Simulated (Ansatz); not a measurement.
The reference is MgS in the rock salt structure (space group Fm-3m, No. 225; a = 5.182 Å). Axes: x, y, z lie along the cube axes.

Level of theory: PBEsol/PAW in Ansatz (a program for electronic structure), without spin-orbit coupling.

One thing is altered: the cell is stretched by 1.00 % along z with no lateral relaxation; the atoms relax in the strained cell.

### Question
Predict the stress tensor and what it implies for the stiffness.

### Answer
Stress of the strained cell less that of the base (GPa, compression positive):
```
  -0.40    0.00    0.00
   0.00   -0.40    0.00
   0.00    0.00   -1.44
```

Then −Δσ_ii/ε with ε = 0.0100 gives relaxed-ion elastic constants: C33 ≈ 144 GPa, C13 ≈ 40 GPa and C23 ≈ 40 GPa.

No phonon test of stability was made.
